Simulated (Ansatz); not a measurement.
We consider fluorite HfO₂ (high-temperature phase), described by r²SCAN (Ansatz, a program for electronic structure, PAW).

Numerical settings: plane-wave cutoff 600 eV, 8×8×8 k mesh, scalar-relativistic PAW data made under PBE.

Computed at the level's own relaxed cell.

```xyz
3
Lattice="0.0000 2.5291 2.5291 2.5291 0.0000 2.5291 2.5291 2.5291 0.0000" Properties=species:S:1:pos:R:3 pbc="T T T"
Hf     0.0000     0.0000     0.0000
O      1.2646     1.2646     1.2646
O      3.7937     3.7937     3.7937
```

**Question.** Give the elastic tensor (Voigt notation, GPa, ions relaxed, in the Cartesian axes of the cell as printed).

**Answer.** 
```
  599.0   106.9   106.9     0.0     0.0     0.0
  106.9   599.0   106.9     0.0     0.0     0.0
  106.9   106.9   599.0     0.0     0.0     0.0
    0.0     0.0     0.0    74.1     0.0     0.0
    0.0     0.0     0.0     0.0    74.1     0.0
    0.0     0.0     0.0     0.0     0.0    74.1
```

Note: symmetry holds this phase in the static calculation, where it need not be a minimum; held by symmetry at 0 K, a high-temperature phase can be a saddle point.

Spin–orbit coupling is not included.

Static lattice: no zero-point or thermal effects.
